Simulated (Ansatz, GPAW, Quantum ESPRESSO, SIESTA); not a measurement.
## Code comparison for MgNiF6 (R-3, 8 atoms in the cell)

Self-consistent single point.

```xyz
8
Lattice="2.4015 1.3865 4.3571 -2.4015 1.3865 4.3571 0.0000 -2.7730 4.3571" Properties=species:S:1:pos:R:3 pbc="T T T"
Mg     0.0000     0.0000     6.5356
Ni     0.0000     0.0000     0.0000
F     -0.9519     1.3228     5.3875
F      0.9519    -1.3228     7.6838
F     -0.6696    -1.4858     5.3875
F      0.6696     1.4858     7.6838
F      1.6215     0.1630     5.3875
F     -1.6215    -0.1630     7.6838
```

Shared settings, as Ansatz (a first-principles code) writes them: kpoints.mp_grid.grid = 6 6 6; scf.occupations.method = fermi_dirac; scf.occupations.width = 0.136 eV. Potentials and cutoffs stand in the table.

```tsv
code	model	pressure (GPa)	largest force (eV/Å)	gap on the mesh (eV)	cutoff
Ansatz	LDA (PW92)+U, PAW files made with PBE	-5.66	0.260	1.903	default
GPAW	LDA (Perdew-Wang 92)+U, GPAW PAW datasets LDA (gpaw-data 1.0.1)	–	0.362	2.146	900 eV
Quantum ESPRESSO	LDA (PZ)+U, GBRV 1.5 ultrasoft (LDA) pseudopotentials	-4.39	0.180	2.018	50 Ry
SIESTA	LDA PW92+U, numerical atomic orbitals TZP, PseudoDojo LDA standard norm-conserving potentials (rewritten from UPF to PSML)	-10.06	0.086	1.880	grid 300 Ry
```

Hubbard term: [{species: Ni, l: d, u_eff: 5.0}] eV.

A dash marks a value that a program does not give, or that is left out as unsure.

Gaps are read on the mesh.

On Ansatz's run: spin polarisation is off. The U value is a test value, and with U on an open shell several self-consistent states can exist.

The spread over the programs that give each value: pressure within 5.67 GPa; largest force within 0.276 eV/Å; gap on the mesh within 0.266 eV.

SIESTA uses small atom-centred bases, whose incompleteness enters pressures, forces and empty levels differently from a plane-wave cutoff. Ansatz's pressure is given at a fixed set of plane waves, as the other plane-wave codes print theirs; with its correction for the finite basis it is -4.91 GPa (the shift of 0.75 GPa shows how far the cutoff is from converged). The pressure of GPAW is left out: its cutoff lies under the one at which its stress was checked. The same LDA comes in different parametrisations, which differ slightly. The same U acts on different projectors in each program, which moves gaps, moments and pressures. In the pressure, SIESTA (by 5.03) lies more than 1 GPa from the median of the plane-wave programs. In the gap, GPAW (by 0.128) and SIESTA (by 0.139) lie more than 0.12 eV from the median of the plane-wave programs.

The starting cell comes from a database of computed structures (which also holds hypothetical and non-ambient phases and stackings), without a prior relaxation at this level.

Keys are those of Ansatz 0.2.
